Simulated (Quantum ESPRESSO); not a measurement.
A self-consistent single point of SrHI (P4mm, 6 atoms in the cell) with Quantum ESPRESSO.

Computed with PBEsol, PseudoDojo standard norm-conserving (PBESOL) pseudopotentials (plane waves; Quantum ESPRESSO 7.5).

```xyz
6
Lattice="4.3024 0.0000 0.0000 0.0000 4.3024 0.0000 0.0000 0.0000 9.1251" Properties=species:S:1:pos:R:3 pbc="T T T"
Sr     0.0000     2.1512     1.3702
Sr     2.1512     0.0000     7.8049
H      2.1512     2.1512     0.0000
H      0.0000     0.0000     0.0000
I      0.0000     2.1512     6.2486
I      2.1512     0.0000     2.8765
```

Reference input (self-consistent single point, DFT, PBEsol, plane waves, PseudoDojo standard norm-conserving (PBESOL) pseudopotentials): ecutwfc = 75 Ry; occupations = fixed; potentials = {Sr: Sr.upf, H: H.upf, I: I.upf}; K_POINTS = automatic 3 3 2 0 0 0; nbnd = 22; conv_thr = 1e-10 Ry; mixing_beta = 0.7. This run's input differs from it in these lines:

```diff
@@ -15,4 +15,6 @@
    ecutwfc = 75
-   occupations = 'fixed'
-   nbnd = 22
+   occupations = 'smearing'
+   smearing = 'fermi-dirac'
+   degauss = 0.0036749
+   nbnd = 18
 /
```

The program printed (abridged):

```
     Self-consistent Calculation

     iteration #  1     ecut=    75.00 Ry     beta= 0.70

 %%%%%%%%%%%%%%%%%%%%%%%%%%%%%%%%%%%%%%%%%%%%%%%%%%%%%%%%%%%%%%%%%%%%%%%%%%%%%%
     Error in routine efermig (1):
     internal error, cannot bracket Ef
 %%%%%%%%%%%%%%%%%%%%%%%%%%%%%%%%%%%%%%%%%%%%%%%%%%%%%%%%%%%%%%%%%%%%%%%%%%%%%%

     stopping ...
```

The program stopped with an error at about iteration 1. 

The starting cell comes from a database of computed structures (which also holds hypothetical and non-ambient phases and stackings), without a prior relaxation at this level. Its lattice was rescaled by up to half a per cent. One atom was moved a little off its site on purpose.
